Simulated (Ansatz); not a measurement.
Ansatz (a quantum-chemistry and plane-wave program), DFT, PBE, plane waves, its default PAW files: unreconstructed Ge(100) slab of 6 layers, 1x1, atoms displaced (Ge6), unrelaxed, 6 atoms. Basis and mesh were picked for this test and aren't claimed converged.

```
Quantity                                                   Value
------------------------------  --------------------------------
cell                            4.00, 4.00, 17.07 Å; 90, 90, 90°
distance to the nearest atom                      2.38 to 2.47 Å
task                                                single point
k mesh                                                     6×6×1
hamiltonian.xc                                               pbe
kind of files                                                paw
scf.occupations.method                               fermi_dirac
scf.occupations.width                                    0.05 eV
output.forces                                               true
binding of workers (--pin)                                   off
k-point pools (--kpoint-pools)                                 1
memory maximum (--max-ram)                                  8GiB
accuracy                                        medium (default)
basis.precision                                   auto (default)
basis.xc_grid                                        2 (default)
scf.eigensolver.kind                              auto (default)
scf.convergence.dr2_threshold                    1e-07 (default)
scf.lower_state_search                           light (default)
k-points after symmetry                                       20
bands at the start                                            48
electrons                                                     84
plane waves at Γ                                            5337
cutoff (eV)                                                  420
FFT grid                                               27×27×120
symmetry operations                                            1
```

Settings of this run: scf.mixing.algorithm = anderson, scf.mixing.preconditioner = auto, scf.mixing.ndim = 1, scf.algorithm = auto; 4 threads.

```tsv
iteration	dr2 (eV)	Hψ
1	2.66e-2	3562
2	6.01e-3	1913
3	1.99e-3	1717
4	1.27e-3	1800
5	8.88e-4	1803
6	1.02e-3	1806
7	1.18e-3	1809
8	1.61e-3	1835
9	2.23e-3	1871
10	3.21e-3	1911
11	4.64e-3	2255
12	6.80e-3	2348
13	9.95e-3	2686
14	1.47e-2	2573
…	…	…
20	1.51e-1	3680
21	2.20e-1	3199
22	3.30e-1	3782
23	4.79e-1	3833
24	7.24e-1	3719
25	1.05e0	4112
26	1.60e0	4125
27	2.30e0	4175
…	…	…
32	1.86e1	9663
33	1.06e1	8628
34	8.59e-1	6711
35	5.20e-3	4597
36	2.89e-5	3188
37	8.06e-7	2491
38	1.27e-8	3500
39	1.27e-8	3607
```

It converged after 39 SCF iterations (all cycles of the run, searches included).

Q: The cycle is slow. Which setting should be changed?

A: Several could match; the one computed here: scf.mixing.ndim = not set (8 SCF iterations (all cycles of the run, searches included)) or scf.mixing.ndim = 4 (8 SCF iterations (all cycles of the run, searches included)) or scf.mixing.ndim = 16 (8 SCF iterations (all cycles of the run, searches included)), all else kept. The first change moves the result by: energy under 0.001 meV/atom, forces (largest component) 0.049 meV/Å. Counts are of single runs.

Keys are those of Ansatz 0.2.
